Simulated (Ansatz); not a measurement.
# Convergence study of the plane-wave cutoff for Al (Fm-3m, 1 atom in the cell)

```yaml
crystal:
  lattice:
    - [0.00000, 2.03107, 2.03107]
    - [2.03107, 0.00000, 2.03107]
    - [2.03107, 2.03107, 0.00000]
  atoms:
    - { symbol: Al, position: [0.00000, 0.00000, 0.00000] }
```

Computed with PBEsol, default PAW files made with PBE (plane waves; Ansatz, a first-principles code).

Base settings: basis.ecutwfc = 420 eV; kpoints.mp_grid.grid = 14 14 14; hamiltonian.xc = pbesol; hamiltonian.pseudopotentials = {kind: paw} (the program's default PAW files); scf.occupations.method = gaussian; scf.occupations.width = 0.1 eV.

The second cell is the first with its lattice scaled by 0.98.

The mesh stays at the base's, so the ladder's end is converged at best in this setting alone.

The first pressure column holds Ansatz's estimate of the finite-basis (Pulay) stress, which hides part of the cutoff error; the other is without it.

Only quantities that move along the ladder and can be compared are tabulated.

The count of work is k-points × plane waves × bands × iterations; it is no time. 

The starting cell has typed, rounded lattice constants, without a prior relaxation at this level. Its lattice was rescaled by up to half a per cent.

```tsv
basis.ecutwfc	free energy less the last step's (meV/atom)	energy of the compressed cell less the first (meV/atom)	pressure (GPa)	pressure without the Pulay estimate (GPa)	count of work / last
145 eV	609.18	58.50	5.52	-3.30	0.047
170 eV	409.10	26.10	1.66	-5.40	0.052
190 eV	313.99	2.83	-2.03	-6.16	0.091
210 eV	252.83	-1.48	-2.28	-6.29	0.091
230 eV	179.83	12.12	-0.21	-6.03	0.11
250 eV	110.92	9.40	-0.76	-5.44	0.14
295 eV	31.55	-0.56	-2.42	-4.16	0.15
335 eV	10.82	-4.09	-2.95	-3.53	0.21
380 eV	2.80	-3.80	-2.89	-3.13	0.23
420 eV	0.49	-3.59	-2.87	-2.93	0.27
460 eV	0.17	-3.66	-2.88	-2.89	0.27
505 eV	0.15	-3.66	-2.88	-2.88	0.33
565 eV	0.11	-3.66	-2.88	-2.89	0.43
630 eV	0.08	-3.66	-2.88	-2.88	0.49
735 eV	0.06	-3.67	-2.88	-2.89	0.60
840 eV	0.02	-3.67	-2.88	-2.89	0.76
1010 eV	0.00	-3.67	-2.89	-2.89	1.0
```

Coarsest basis.ecutwfc that holds the pressure within 0.05 GPa of the last step, with all finer ones: 380 eV, at 0.23 of the last step's count of work; the step before is off by 0.06 GPa.

Coarsest basis.ecutwfc that holds the pressure without the Pulay estimate within 0.5 GPa of the last step, with all finer ones: 380 eV, at 0.23 of the last step's count of work; the step before is off by 0.64 GPa.

Coarsest basis.ecutwfc that holds the free energy within 5 meV/atom of the last step, with all finer ones: 380 eV, at 0.23 of the last step's count of work; the step before is off by 11 meV/atom.

The energy difference between the two cells stays within 1 meV/atom of the last step's from 335 eV on, the total only from 420 eV on: much of the error is common to both cells and cancels.

Keys are those of Ansatz 0.2.
